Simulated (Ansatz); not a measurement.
Checking a run of Ansatz (an electronic-structure program) on ScGe (P6/mmm, 6 atoms in the cell). The aim is a self-consistent single point with DFT, LDA (PW92), plane waves, default PAW files made with PBE.

Cell that was meant: a = 6.1838 Å, b = 6.1838 Å, c = 4.9898 Å, α = 90.00°, β = 90.00°, γ = 120.00°.

Part of the input:

Ansatz 0.2 input:
```yaml
  pseudopotentials: { kind: paw }
scf:
  occupations: { method: fermi_dirac, width: 0.0073 Ry }
  max_iter: 40
  convergence: { dr2_threshold: 1.0e-22 eV }
output:
  forces: true
  eigenvalues: true
```

Output (repeated stretches shortened):

```
   [... lines left out ...]
PAW frozen core: Ge, regenerated for the run's functional, and the local potential with it
Initial density: superposition of atomic densities (neutral atoms: chi_scale 0, normalization atom), corrected by the library's trained network
Initial wavefunctions: pseudopotential atomic-orbital guess
Eigensolver: davidson
Functional: x = slater, c = lda
SCF iter   1: F=—  HF=-18914.478099 eV  |F-HF|=—  |Δ(HF+E_count)|=         —  Δρ=5.44e-3  dr2=4.94e-2  ethr=1.77e-3  ⟨swp⟩=5.6  Hψ=4912  notcnv=0
all-band conjugate gradients solve this SCF's bands
preconditioner: auto → LDOS
SCF iter   2: F=—  HF=-18914.471161 eV  |F-HF|=—  |Δ(HF+E_count)|=   6.94e-3  Δρ=1.78e-3  dr2=3.27e-3  ethr=6.59e-5  ⟨swp⟩=2.0  Hψ=2487  notcnv=0
   [... lines left out ...]
SCF iter  18: F=—  HF=-18914.469470 eV  |F-HF|=—  |Δ(HF+E_count)|=  3.64e-12  Δρ=5.20e-13  dr2=8.17e-22  ethr=9.19e-19 (applied; sched 1.00e-12)  ⟨swp⟩=1.0  Hψ=1260  notcnv=0
SCF iter  19: F=—  HF=-18914.469470 eV  |F-HF|=—  |Δ(HF+E_count)|=    0.00e0  Δρ=2.07e-13  dr2=1.13e-22  ethr=9.19e-19 (applied; sched 1.00e-12)  ⟨swp⟩=1.0  Hψ=1260  notcnv=0
SCF iter  20: F=-18914.469470 eV  HF=-18914.469470 eV  |F-HF|=0.00e0  |Δ(HF+E_count)|=    0.00e0  Δρ=1.30e-13  dr2=5.70e-23  ethr=1.00e-12  ⟨swp⟩=1.0  Hψ=1372  notcnv=0
SCF 1 converged in 20 iterations: F = -18914.469470 eV  dr2 = 5.70e-23
Free energy (F): -18914.469470 eV
Internal energy: -18914.256258 eV  (E = F + TS)
E sigma→0 (E₀):  -18914.362864 eV
Entropy (-TS):   -0.213211 eV (-35.535 meV/atom)
Fermi energy:    6.545531 eV
--- Forces (eV/Å), atoms counted from 1 ---
  atom   1  Sc     0.00000000     0.00000000    -0.00000000
   [... zero for the other atoms too ...]
--- Stress (GPa, compression-positive) ---
       -9.407951       0.000000       0.000000
        0.000000      -9.407951      -0.000000
        0.000000      -0.000000     -14.867602
  P = ⅓ Tr σ = -11.2278 GPa (-112.278 kbar)
  The stress holds the Pulay correction. Without it, at fixed plane waves, as pw.x and ABINIT print it: P = -11.2399 GPa
```

### Question
Can these results be used? Check the input.

### Answer
The results can be used. The input holds a threshold far tighter than needed, beside a limit on iterations, which can do harm: each further decade of the residual costs iterations, and near the noise of double precision and of the grids the loop may never get there. Here it did none. The run converged in 20 iterations, and against the sound input the free energy stays essentially unchanged (within 1 meV/atom) and the pressure stays at -11.23 GPa. It cost iterations: the sound input took 6.

An input that runs soundly differs in these lines (not the only fix; some lines may just follow from the change or write a value another way):
```diff
-  max_iter: 40
-  convergence: { dr2_threshold: 1.0e-22 eV }
```

With that input, the run converged in 6 iterations: free energy E − TS (on the zero of these files) -18914.4695 eV; Fermi level (on the code's own zero) 6.55 eV; pressure -11.23 GPa (DFT, LDA (PW92), plane waves, default PAW files made with PBE).

On the sound input: the starting cell was generated: these elements placed on a structure prototype, without a prior relaxation; it need not be a known phase or ordering of this composition. With a pressure of about -11 GPa the cell is away from its equilibrium volume at this level. Ansatz's pressure includes its estimate of the finite-basis (Pulay) stress.
